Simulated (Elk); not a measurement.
Worked example: self-consistent single point of KCaCl3 (Cm, 5 atoms in the cell) in Elk.

Method of the run: PBEsol, all-electron FP-LAPW, Elk's shipped species files, APW+lo basis with extra local orbitals run with Elk 10.2.4.

The change in words: lattice scaled by 0.98. Reference geometry:
```xyz
5
Lattice="3.8229 -3.8243 0.0000 3.8229 3.8243 0.0000 -0.0005 0.0000 5.4065" Properties=species:S:1:pos:R:3 pbc="T T T"
K      7.6303     0.0000     5.4064
Ca     3.8065     0.0000     2.6233
Cl     5.7147     1.9271     2.6102
Cl     5.7147    -1.9271     2.6102
Cl     3.8781     0.0000     5.3262
```

Reference input (self-consistent single point, DFT, PBEsol, all-electron FP-LAPW, Elk's shipped species files, APW+lo basis with extra local orbitals): xctype = 22; rgkmax = 8; stype = 0; swidth = 0.0001 Ha; ngridk = 3 3 3; tforce = true; gmaxvr = 18 1/bohr; lmaxapw = 10; lmaxo = 8; nxlo = 2; lorbcnd = true; lradstp = 2. This run's input differs from it in these lines:

```diff
@@ -43,5 +43,5 @@
 avec
-    7.2241678614   -7.2269079643    0.0000000000
-    7.2241678614    7.2269079643    0.0000000000
-   -0.0009977754    0.0000000000   10.2168420873
+    7.0796850711   -7.0823703719    0.0000000000
+    7.0796850711    7.0823703719    0.0000000000
+   -0.0009769884    0.0000000000   10.0125060015
```

Output, abridged:

```
│ Self-consistent loop started │
│ Loop number : 1 │
 total energy                :     -2676.34097545
│ Loop number : 2 │
 total energy                :     -2676.19378060
RMS change in Kohn-Sham potential (target) :   0.2711639932     (  0.1000000000E-05)
Absolute change in total energy (target)   :   0.1471948517     (  0.1000000000E-03)
│ Loop number : 3 │
 total energy                :     -2673.20544967
RMS change in Kohn-Sham potential (target) :   0.2091171228     (  0.1000000000E-05)
Absolute change in total energy (target)   :    3.025129648     (  0.1000000000E-03)
│ Loop number : 4 │
   [... lines left out ...]
Absolute change in total energy (target)   :   0.3347089278E-03 (  0.1000000000E-03)
│ Loop number : 14 │
 total energy                :     -2663.76113926
RMS change in Kohn-Sham potential (target) :   0.4826933286E-07 (  0.1000000000E-05)
Absolute change in total energy (target)   :   0.1048717568E-03 (  0.1000000000E-03)
│ Loop number : 15 │
 total energy                :     -2663.76113510
RMS change in Kohn-Sham potential (target) :   0.1796307144E-07 (  0.1000000000E-05)
Absolute change in total energy (target)   :   0.3037331999E-04 (  0.1000000000E-03)
Convergence targets achieved

│ Loop number : 16 │

Energies :
 Fermi                       :    -0.338153770050E-02
 total energy                :     -2663.76113389

Density of states at Fermi energy :   0.8916424328E-05
 (states/Hartree/unit cell)

Estimated indirect band gap :   0.1805975206
 from k-point     10 to k-point      1
Estimated direct band gap   :   0.1855064882
 at k-point      1

Charges :
 core                        :    50.00000000
 valence                     :    40.00000000
 interstitial                :    7.173924428
 muffin-tins (core leakage)
  species :    1 (K)
   atom    1                 :    17.54823263     (  0.1158952880E-06)
  species :    2 (Ca)
   atom    1                 :    18.21588207     (  0.1988696319E-07)
  species :    3 (Cl)
   [... lines left out ...]
   total force               :    -0.00036416    0.00036324   -0.00019980
   total magnitude           :     0.00055179
  atom :    3
   Hellmann-Feynman          :     0.00733947    0.00000000   -0.00047600
   IBS                       :    -0.00755685    0.00000000    0.00046774
   total force               :    -0.00021738    0.00000000   -0.00000826
   total magnitude           :     0.00021754
```

The run converged in 16 iterations. The count includes the last loop, which Elk runs after its targets are met. Against the reference run the total energy falls by 6.7 meV/atom, the largest force goes from 0.049 to 0.059 eV/Å and the gap on the mesh goes from 4.776 to 4.914 eV.

The starting cell comes from a database of computed structures (which also holds hypothetical and non-ambient phases and stackings), without a prior relaxation at this level. For this run, on top of that: lattice scaled by 0.98. Values depend on the basis (sphere radii, cutoffs, local orbitals), which need not be converged.

Cost on one core of a shared machine: roughly 6 min.
